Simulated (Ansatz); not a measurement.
Cells marked so need not be the phases stable at ambient conditions, and some may be hypothetical.

The gap is the functional's own. No spin-orbit coupling. Mid-gap values are interpolated on the energy grid.

A. K3Sb (P6_3/mmc, not sure to be the ambient phase, 8 atoms a cell, 43.0 Å³ an atom), along the normal of (101)
B. ScTl(MoO4)2 (P-3m1, not sure to be the ambient phase, 12 atoms a cell, 19.3 Å³ an atom, -2 GPa at this level), along the normal of (110)
C. KNaLaNbO5 (P4/nmm, not sure to be the ambient phase, 18 atoms a cell, 16.0 Å³ an atom, -4 GPa at this level), along the normal of (110)

Order them by mid-gap decay constant of the slowest evanescent state (highest first) at the level r2SCAN run with Ansatz (a program for electronic structure).

C (0.49 1/Å), B (0.43 1/Å), A (0.10 1/Å)
